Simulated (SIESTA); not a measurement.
# SIESTA run on Na₃Cd (Fm-3m, 4 atoms in the cell): self-consistent single point

Computed with LDA PW92, numerical atomic orbitals DZP, PseudoDojo LDA standard norm-conserving potentials (rewritten from UPF to PSML) (SIESTA).

This input was run:

```
# files in the folder: Na.psml Cd.psml (PseudoDojo LDA standard)
SystemName  Na3Cd
SystemLabel na3cd

NumberOfAtoms                4
NumberOfSpecies              2
%block ChemicalSpeciesLabel
  1 11 Na
  2 48 Cd
%endblock ChemicalSpeciesLabel
LatticeConstant              1.0 Bohr
%block LatticeVectors
     0.000000000    7.325031993    7.325031993
     7.325031993    0.000000000    7.325031993
     7.325031993    7.325031993    0.000000000
%endblock LatticeVectors
AtomicCoordinatesFormat      Ang
%block AtomicCoordinatesAndAtomicSpecies
     1.938120000    1.938120000    1.938120000  1
     5.814360000    5.814360000    5.814360000  1
     3.876240000    3.876240000    3.876240000  1
     0.000000000    0.000000000    0.000000000  2
%endblock AtomicCoordinatesAndAtomicSpecies

XC.functional                LDA
XC.authors                   PW92
PAO.BasisSize                DZP
PAO.EnergyShift              0.01 Ry
MeshCutoff                   400 Ry
%block kgrid.MonkhorstPack
   10   0   0  0.0
    0  10   0  0.0
    0   0  10  0.0
%endblock kgrid.MonkhorstPack
OccupationFunction           FD
ElectronicTemperature        100.0 meV

MaxSCFIterations             150
SCF.Mixer.Method             Pulay
SCF.Mixer.Weight             0.2
SCF.Mixer.History            8
SCF.DM.Tolerance             1.0E-04
Diag.ParallelOverK           true
WriteForces                  true
Charge.Mulliken              end
```

Output, abridged:

```
reinit: Reading from file input.fdf

reinit: System Name: Na3Cd
reinit: System Label: na3cd

coor:   Atomic-coordinates input format  =     Cartesian coordinates
coor:                                          (in Angstroms)

siesta: Atomic coordinates (Bohr) and species
siesta:      3.66252   3.66252   3.66252  1        1
siesta:     10.98755  10.98755  10.98755  1        2
siesta:      7.32503   7.32503   7.32503  1        3
siesta:      0.00000   0.00000   0.00000  2        4

siesta: System type = bulk

initatomlists: Number of atoms, orbitals, and projectors:      4    46    42

siesta: ******************** Simulation parameters ****************************
redata: Spin configuration                          = none
redata: Time-Reversal Symmetry                      = T
redata: Number of Atomic Species                    =        2
redata: Mesh Cutoff                                 =   400.0000 Ry
redata: Net charge of the system                    =     0.0000 |e|
redata: Min. number of SCF Iter                     =        0
redata: Max. number of SCF Iter                     =      150
redata: SCF convergence failure will abort job
redata: SCF mix quantity                            = Hamiltonian
redata: Mix DM or H after convergence               =   F
redata: Recompute H after scf cycle                 =   F
redata: Mix DM in first SCF step                    =   T
redata: No kicks to SCF
redata: DM Mixing Weight for Kicks                  =     0.5000
redata: Require Harris convergence for SCF          =   F
redata: Harris energy tolerance for SCF             =     0.000100 eV
redata: Require DM convergence for SCF              =   T
redata: DM tolerance for SCF                        =     0.000100
redata: Require EDM convergence for SCF             =   F
redata: EDM tolerance for SCF                       =     0.001000 eV
redata: Require H convergence for SCF               =   T
   [... lines left out ...]
diag: Parallel distribution                         =     1 x     1
diag: Used triangular part                          = Lower
diag: Absolute tolerance                            =  0.100E-15
diag: Orthogonalization factor                      =  0.100E-05
diag: Memory factor                                 =  1.0000

superc: Internal auxiliary supercell:     5 x     5 x     5  =     125
superc: Number of atoms, orbitals, and projectors:    500   5750   5250

                        Single-point calculation

superc: Internal auxiliary supercell:     5 x     5 x     5  =     125
superc: Number of atoms, orbitals, and projectors:    500   5750   5250

outcell: Unit cell vectors (Ang):
        0.000000    3.876240    3.876240
        3.876240    0.000000    3.876240
        3.876240    3.876240    0.000000

outcell: Cell vector modules (Ang)   :    5.481831    5.481831    5.481831
outcell: Cell angles (23,13,12) (deg):     60.0000     60.0000     60.0000
outcell: Cell volume (Ang**3)        :    116.4828
new_DM -- step:     1
Initializing Density Matrix...

Attempting to read DM from file... Failed...
DM filled with atomic data:

InitMesh: MESH = 54 x 54 x 54 = 157464
InitMesh: Mesh cutoff (required, used) =   400.000   402.281 Ry

stepf: Fermi-Dirac step function
        iscf     Eharris(eV)        E_KS(eV)     FreeEng(eV)     dDmax    Ef(eV) dHmax(eV)
   scf:    1    -8478.847504    -8486.777858    -8486.834332  1.054298 -3.133114 12.967370
   scf:    2    -8490.701206    -8488.994669    -8489.051263  0.332816 -3.245818  5.961794
   scf:    3    -8489.885963    -8489.566264    -8489.622922  0.205832 -3.344557  1.281722
   scf:    4    -8489.539604    -8489.568791    -8489.625169  0.085339 -3.404291  1.214079
   scf:    5    -8489.580812    -8489.587261    -8489.643440  0.065382 -3.384805  0.506110
   scf:    6    -8489.592954    -8489.590856    -8489.647150  0.013352 -3.395475  0.088040
   scf:    7    -8489.590693    -8489.590892    -8489.647172  0.007209 -3.396678  0.075850
   scf:    8    -8489.590999    -8489.590972    -8489.647269  0.003627 -3.396899  0.001687
mix: Pulay -- inversion failed, > SVD [rank/size] 5 / 7
   scf:    9    -8489.590973    -8489.590973    -8489.647269  0.000246 -3.396912  0.003689
   scf:   10    -8489.590974    -8489.590973    -8489.647269  0.000127 -3.396862  0.000056
mix: Pulay -- inversion failed, > SVD [rank/size] 4 / 7
   scf:   11    -8489.590973    -8489.590973    -8489.647269  0.000001 -3.396863  0.000003
SCF Convergence by DM+H criterion
max |DM_out - DM_in|         :     0.0000012777
max |H_out - H_in|      (eV) :     0.0000026101
SCF cycle converged after 11 iterations

Using DM_out to compute the final energy and forces

siesta: E_KS(eV) =            -8489.5910

siesta: E_KS - E_eggbox =     -8489.5910

siesta: Atomic forces (eV/Ang):
     1   -0.000000   -0.000000   -0.000000
     2   -0.000000   -0.000000   -0.000000
     3    0.000000    0.000000    0.000000
     4    0.000000    0.000000    0.000000
   Tot   -0.000000   -0.000000   -0.000000
   Max    0.000000
   Res    0.000000    sqrt( Sum f_i^2 / 3N )
   Max    0.000000    constrained

Stress tensor Voigt[x,y,z,yz,xz,xy] (kbar):       12.29       12.29       12.29       -0.00       -0.00       -0.00
(Free)E + p*V (eV/cell)    -8490.5411
Target enthalpy (eV/cell)    -8489.6473

siesta: Program's energy decomposition (eV):
siesta: Ebs     =     -1596.724240
siesta: Eions   =     11285.535369
siesta: Ena     =      1113.259664
siesta: Ekin    =      3930.035533
siesta: Enl     =     -1106.445234
siesta: Eso     =         0.000000
siesta: Edftu   =         0.000000
siesta: DEna    =        55.095931
siesta: DUscf   =         1.214583
siesta: DUext   =         0.000000
siesta: Ex      =     -1099.011392
siesta: Ec      =       -98.204690
siesta: Exc     =     -1197.216082
siesta: Eharris =     -8489.590973
siesta: Etot    =     -8489.590973
siesta: FreeEng =     -8489.647269

siesta: Stress tensor (static) (eV/Ang**3):
siesta:     0.007674   -0.000000   -0.000000
siesta:    -0.000000    0.007674   -0.000000
siesta:    -0.000000   -0.000000    0.007674

siesta: Cell volume =        116.482846 Ang**3

siesta: Pressure (static):
siesta:                Solid            Molecule  Units
siesta:          -0.00008358         -0.00008358  Ry/Bohr**3
siesta:          -0.00767358         -0.00767358  eV/Ang**3
siesta:         -12.29442935        -12.29442547  kBar

mulliken: Atomic and Orbital Populations:

Species: Na
Atom  Qatom  Qorb
               2s      3s      3s      2py     2pz     2px     3py     3pz
               3px
   1  9.230   2.000   0.615  -0.045   2.020   2.020   2.020   0.201   0.201
              0.201
   2  9.230   2.000   0.615  -0.045   2.020   2.020   2.020   0.201   0.201
              0.201
   3  8.927   1.999   0.537  -0.035   2.018   2.018   2.018   0.124   0.124
              0.124

Species: Cd
Atom  Qatom  Qorb
               4s      5s      5s      4py     4pz     4px     5py     5pz
               5px     4dxy    4dyz    4dz2    4dxz    4dx2-y2 4dxy    4dyz
               4dz2    4dxz    4dx2-y2
   4 19.612   1.990   1.165  -0.044   2.007   2.007   2.007   0.203   0.203
              0.203   1.990   1.990   1.968   1.990   1.968  -0.017  -0.017

              0.006  -0.017   0.006

mulliken: Qtot =       47.000

Mulliken Atomic Populations:
Atom #   charge [q] valence [e]  Species
     1    -0.230417    9.230417  Na
     2    -0.230417    9.230417  Na
     3     0.072678    8.927322  Na
     4     0.388156   19.611844  Cd
 Total    -0.000000
```

The run converged in 11 iterations.

The starting cell comes from a database of computed structures (which also holds hypothetical and non-ambient phases and stackings), without a prior relaxation at this level. Values carry the incompleteness of an atom-centred basis.

Cost on one core of a shared machine: roughly 30 s.
